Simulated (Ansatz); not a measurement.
SnTe: energy against volume

SnTe (rock salt, Fm-3m, 30.296 Å³/atom and stress up to 0.01 GPa in the relaxed cell, cube axes along x, y and z) under an equal strain ε along all three axes. LDA in Ansatz, a plane-wave DFT program (PAW, default set), 420 eV, 9×9×9 Γ-centred mesh, Fermi-Dirac smearing 0.05 eV; ions are relaxed, or left where forces stay under 0.02 eV/Å, within the symmetry of each cell.

Here V stands for volume and E for E less E0.

| volume (Å³/atom) | E less E0 (meV/atom) | pressure (GPa) |
|---|---|---|
| 28.5142 | 18.52 | 3.52 |
| 28.9529 | 10.23 | 2.54 |
| 29.3960 | 4.47 | 1.63 |
| 29.8437 | 1.10 | 0.79 |
| 30.2958 | 0.00 | 0.00 |
| 30.7526 | 1.05 | -0.73 |
| 31.2138 | 4.15 | -1.41 |
| 31.6797 | 9.18 | -2.04 |
| 32.1502 | 16.04 | -2.63 |
| 33.1051 | ? | ? |

Taking the third-order Birch-Murnaghan form, a cubic in V^(-2/3) for E over the 9 complete rows: With u = V^(-2/3) - 0.1030, the rows have u = 0.0041419, 0.0030568, 0.0019884, 0.0009357, -0.0001009, -0.0011224, -0.0021284, -0.0031198, -0.0040967. Least squares gives E = 0.011 + 208.7·u + 1017261·u² + 2721680·u³. Residuals (row less fit): 0.000, -0.002, 0.001, 0.001, 0.000, -0.004, 0.001, 0.002, -0.002; standard error 0.002 (degrees of freedom: 5). Its minimum lies at u = -0.0001026, so V0 = (0.1028974)^(-3/2) = 30.30. There d²E/du² = 2033000 and d³E/du³ = 1.633e7, so B0 = (4/9) × 30.30^(-7/3) × 2033000 × 0.160218 = 50.6 GPa (the last factor turns the table's units into GPa), and B0' = 4 + (2/3) × 0.1028974 × (1.633e7)/2033000 = 4.6. B0' rests on the cubic coefficient alone and has a standard error of 0.1 from these residuals.

Q: Estimate the missing E (V = 33.1051); what did the run itself give?

A: u = -0.0060078, so E = 0.011 + 208.7 × (-0.0060078) + 1017261 × (-0.0060078)² + 2721680 × (-0.0060078)³ = 34.884 meV/atom. The calculation gives 34.89 meV/atom, 0.006 meV/atom above the prediction (0.0 % of the range of E in the table). The row lies outside the fitted rows, so this is an extrapolation. The scatter of the fitted rows lies at the last printed digit.

This level leaves no gap over 0.05 eV at strain 2.00, 3.00 %. Spin-orbit coupling is left out, which can shift these values for the heavy elements here. Other structures, which can take over under pressure, weren't tried. The same form fitted to the pressure column gives B0' = 4.5; series where the two differ by over 0.4 aren't shown. SnTe stands in this structure, which distorts at low temperature. Rows are the converged runs of the series near zero and its far end, less any whose ions stayed unrelaxed beside relaxed ones; series whose fitted rows scatter by over a few per cent of the range, as at a crossing or softening among them, aren't shown in this form.
